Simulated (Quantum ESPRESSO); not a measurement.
**Pressure against volume in CsCl-type RuAl (space group 221) (Quantum ESPRESSO, PBE)**

```yaml
crystal:
  lattice:
    - [2.93683, 0.00000, 0.00000]
    - [0.00000, 2.93683, 0.00000]
    - [0.00000, 0.00000, 2.93683]
  atoms:
    - { symbol: Al, position: [0.50000, 0.50000, 0.50000] }
    - { symbol: Ru, position: [0.00000, 0.00000, 0.00000] }
```

Method of the run: PBE, PSlibrary PAW (PBE) pseudopotentials (plane waves; Quantum ESPRESSO). Settings: ecutwfc = 78 Ry; ecutrho = 546 Ry; occupations = smearing; smearing = fermi-dirac; degauss = 0.0036749 Ry; potentials = {Al: Al.pbe-n-kjpaw_psl.1.0.0.UPF, Ru: Ru.pbe-spn-kjpaw_psl.1.0.0.UPF}; K_POINTS = automatic 19 19 19 0 0 0; conv_thr = 1e-10 Ry; mixing_beta = 0.4. The cell above is the first row's. The rows scale it uniformly. In all rows fractional positions and the k mesh are held.

```
V (Å^3/atom)  P (GPa)
------------  -------
12.665          15.99
12.940          10.38
13.216           5.35
13.491           0.85
13.766          -3.17
14.042          -6.78
14.317         -10.01
14.592         -12.89
14.868              ?
```

Q: Using a cubic, estimate the missing P at V = 14.868 from the other rows, showing the fit.

A: With u = V - 13.6, the rows have u = -0.9350, -0.6600, -0.3840, -0.1090, 0.1660, 0.4420, 0.7170, 0.9920. Least squares gives P = -0.799 - 14.7905·u + 3.0117·u² - 0.3956·u³. Residuals (row less fit): 0.004, -0.008, 0.003, 0.001, 0.003, 0.002, -0.009, 0.004; standard error 0.007 (degrees of freedom: 4). The fitted pressure is zero at V0 = 13.55, where dP/dV = -15.12, so B0 = -V0·dP/dV = 205 GPa. At the withheld row, u = 1.2680, so P = -0.799 - 14.7905 × 1.2680 + 3.0117 × 1.2680² - 0.3956 × 1.2680³ = -15.518 GPa. The calculation gives -15.48 GPa, 0.038 GPa above the prediction (0.1 % of the range of P in the table). The row lies outside the fitted rows, so this is an extrapolation. From the scatter of the fitted rows alone, a prediction at this place has a standard error of 0.019 GPa, so the miss is 2.0 times that.

Carrying the step between the two nearest rows on in a straight line would have given -15.78, off by 0.30; series whose last step already gives the withheld value aren't shown. The scan was laid around a cell of about the measured size, scaled by a guess for this functional. The runs keep the symmetry of the cell, so they don't test it for distortions. Spin polarisation is off. Cutoffs and mesh are single choices, not tested for convergence of this quantity. Series with a scatter that would blur these digits, or in which a gap closes, are not shown.
